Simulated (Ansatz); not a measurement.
Start from MgH₂ in the CdI2 type structure (space group P-3m1, No. 164; a = 2.984 Å, c = 4.113 Å; a hypothetical phase, not in the database extracts checked). Axes: x lies along a and z along c of the hexagonal cell.

Structures relaxed with PBE-D3(BJ) (Ansatz, a quantum-chemistry and plane-wave program, PAW, without spin-orbit coupling).

Base:

Simulated powder pattern, Cu Kα1, λ = 1.54056 Å (kinematic, ideal powder, no thermal factors, no anomalous dispersion; the 10 strongest lines at most, above 2 %, up to 2θ = 90°):

```json
[
 {"2θ (°)": "21.59", "I/Imax (%)": "100", "hkl": "(001)"},
 {"2θ (°)": "34.68", "I/Imax (%)": "71", "hkl": "(100)"},
 {"2θ (°)": "41.22", "I/Imax (%)": "99", "hkl": "(011)"},
 {"2θ (°)": "44.00", "I/Imax (%)": "11", "hkl": "(002)"},
 {"2θ (°)": "57.20", "I/Imax (%)": "39", "hkl": "(012)"},
 {"2θ (°)": "62.16", "I/Imax (%)": "16", "hkl": "(110)"},
 {"2θ (°)": "66.62", "I/Imax (%)": "22", "hkl": "(111)"},
 {"2θ (°)": "77.34", "I/Imax (%)": "13", "hkl": "(201)"},
 {"2θ (°)": "78.99", "I/Imax (%)": "13", "hkl": "(103)"},
 {"2θ (°)": "79.26", "I/Imax (%)": "11", "hkl": "(112)"}
]
```

After one change:

Simulated powder pattern, Cu Kα1, λ = 1.54056 Å (kinematic, ideal powder, no thermal factors, no anomalous dispersion; the 10 strongest lines at most, above 2 %, up to 2θ = 90°):

```json
[
 {"2θ (°)": "21.50", "I/Imax (%)": "100"},
 {"2θ (°)": "34.50", "I/Imax (%)": "23"},
 {"2θ (°)": "34.57", "I/Imax (%)": "23"},
 {"2θ (°)": "34.92", "I/Imax (%)": "23"},
 {"2θ (°)": "40.76", "I/Imax (%)": "20"},
 {"2θ (°)": "40.78", "I/Imax (%)": "20"},
 {"2θ (°)": "40.83", "I/Imax (%)": "13"},
 {"2θ (°)": "41.25", "I/Imax (%)": "13"},
 {"2θ (°)": "41.38", "I/Imax (%)": "13"},
 {"2θ (°)": "41.91", "I/Imax (%)": "19"}
]
```

Problem. Which of these changes matches the shifts?
A) strain tensor (xx, yy, zz, yz, xz, xy) = (−0.18, +0.34, +0.44, +0.80, −1.15, +0.66) %
B) uniaxial strain ε_xx = −5.27 %
C) biaxial strain −2.61 %, plane normal [001], relaxed out of plane
D) isotropic strain −1.73 %

Solution. A, strain tensor (xx, yy, zz, yz, xz, xy) = (−0.18, +0.34, +0.44, +0.80, −1.15, +0.66) %. Its volume per atom is 10.63 Å³ against 10.57 Å³, and its space group is P-1 (No. 2).

Whether these cells are dynamically stable was not tested.
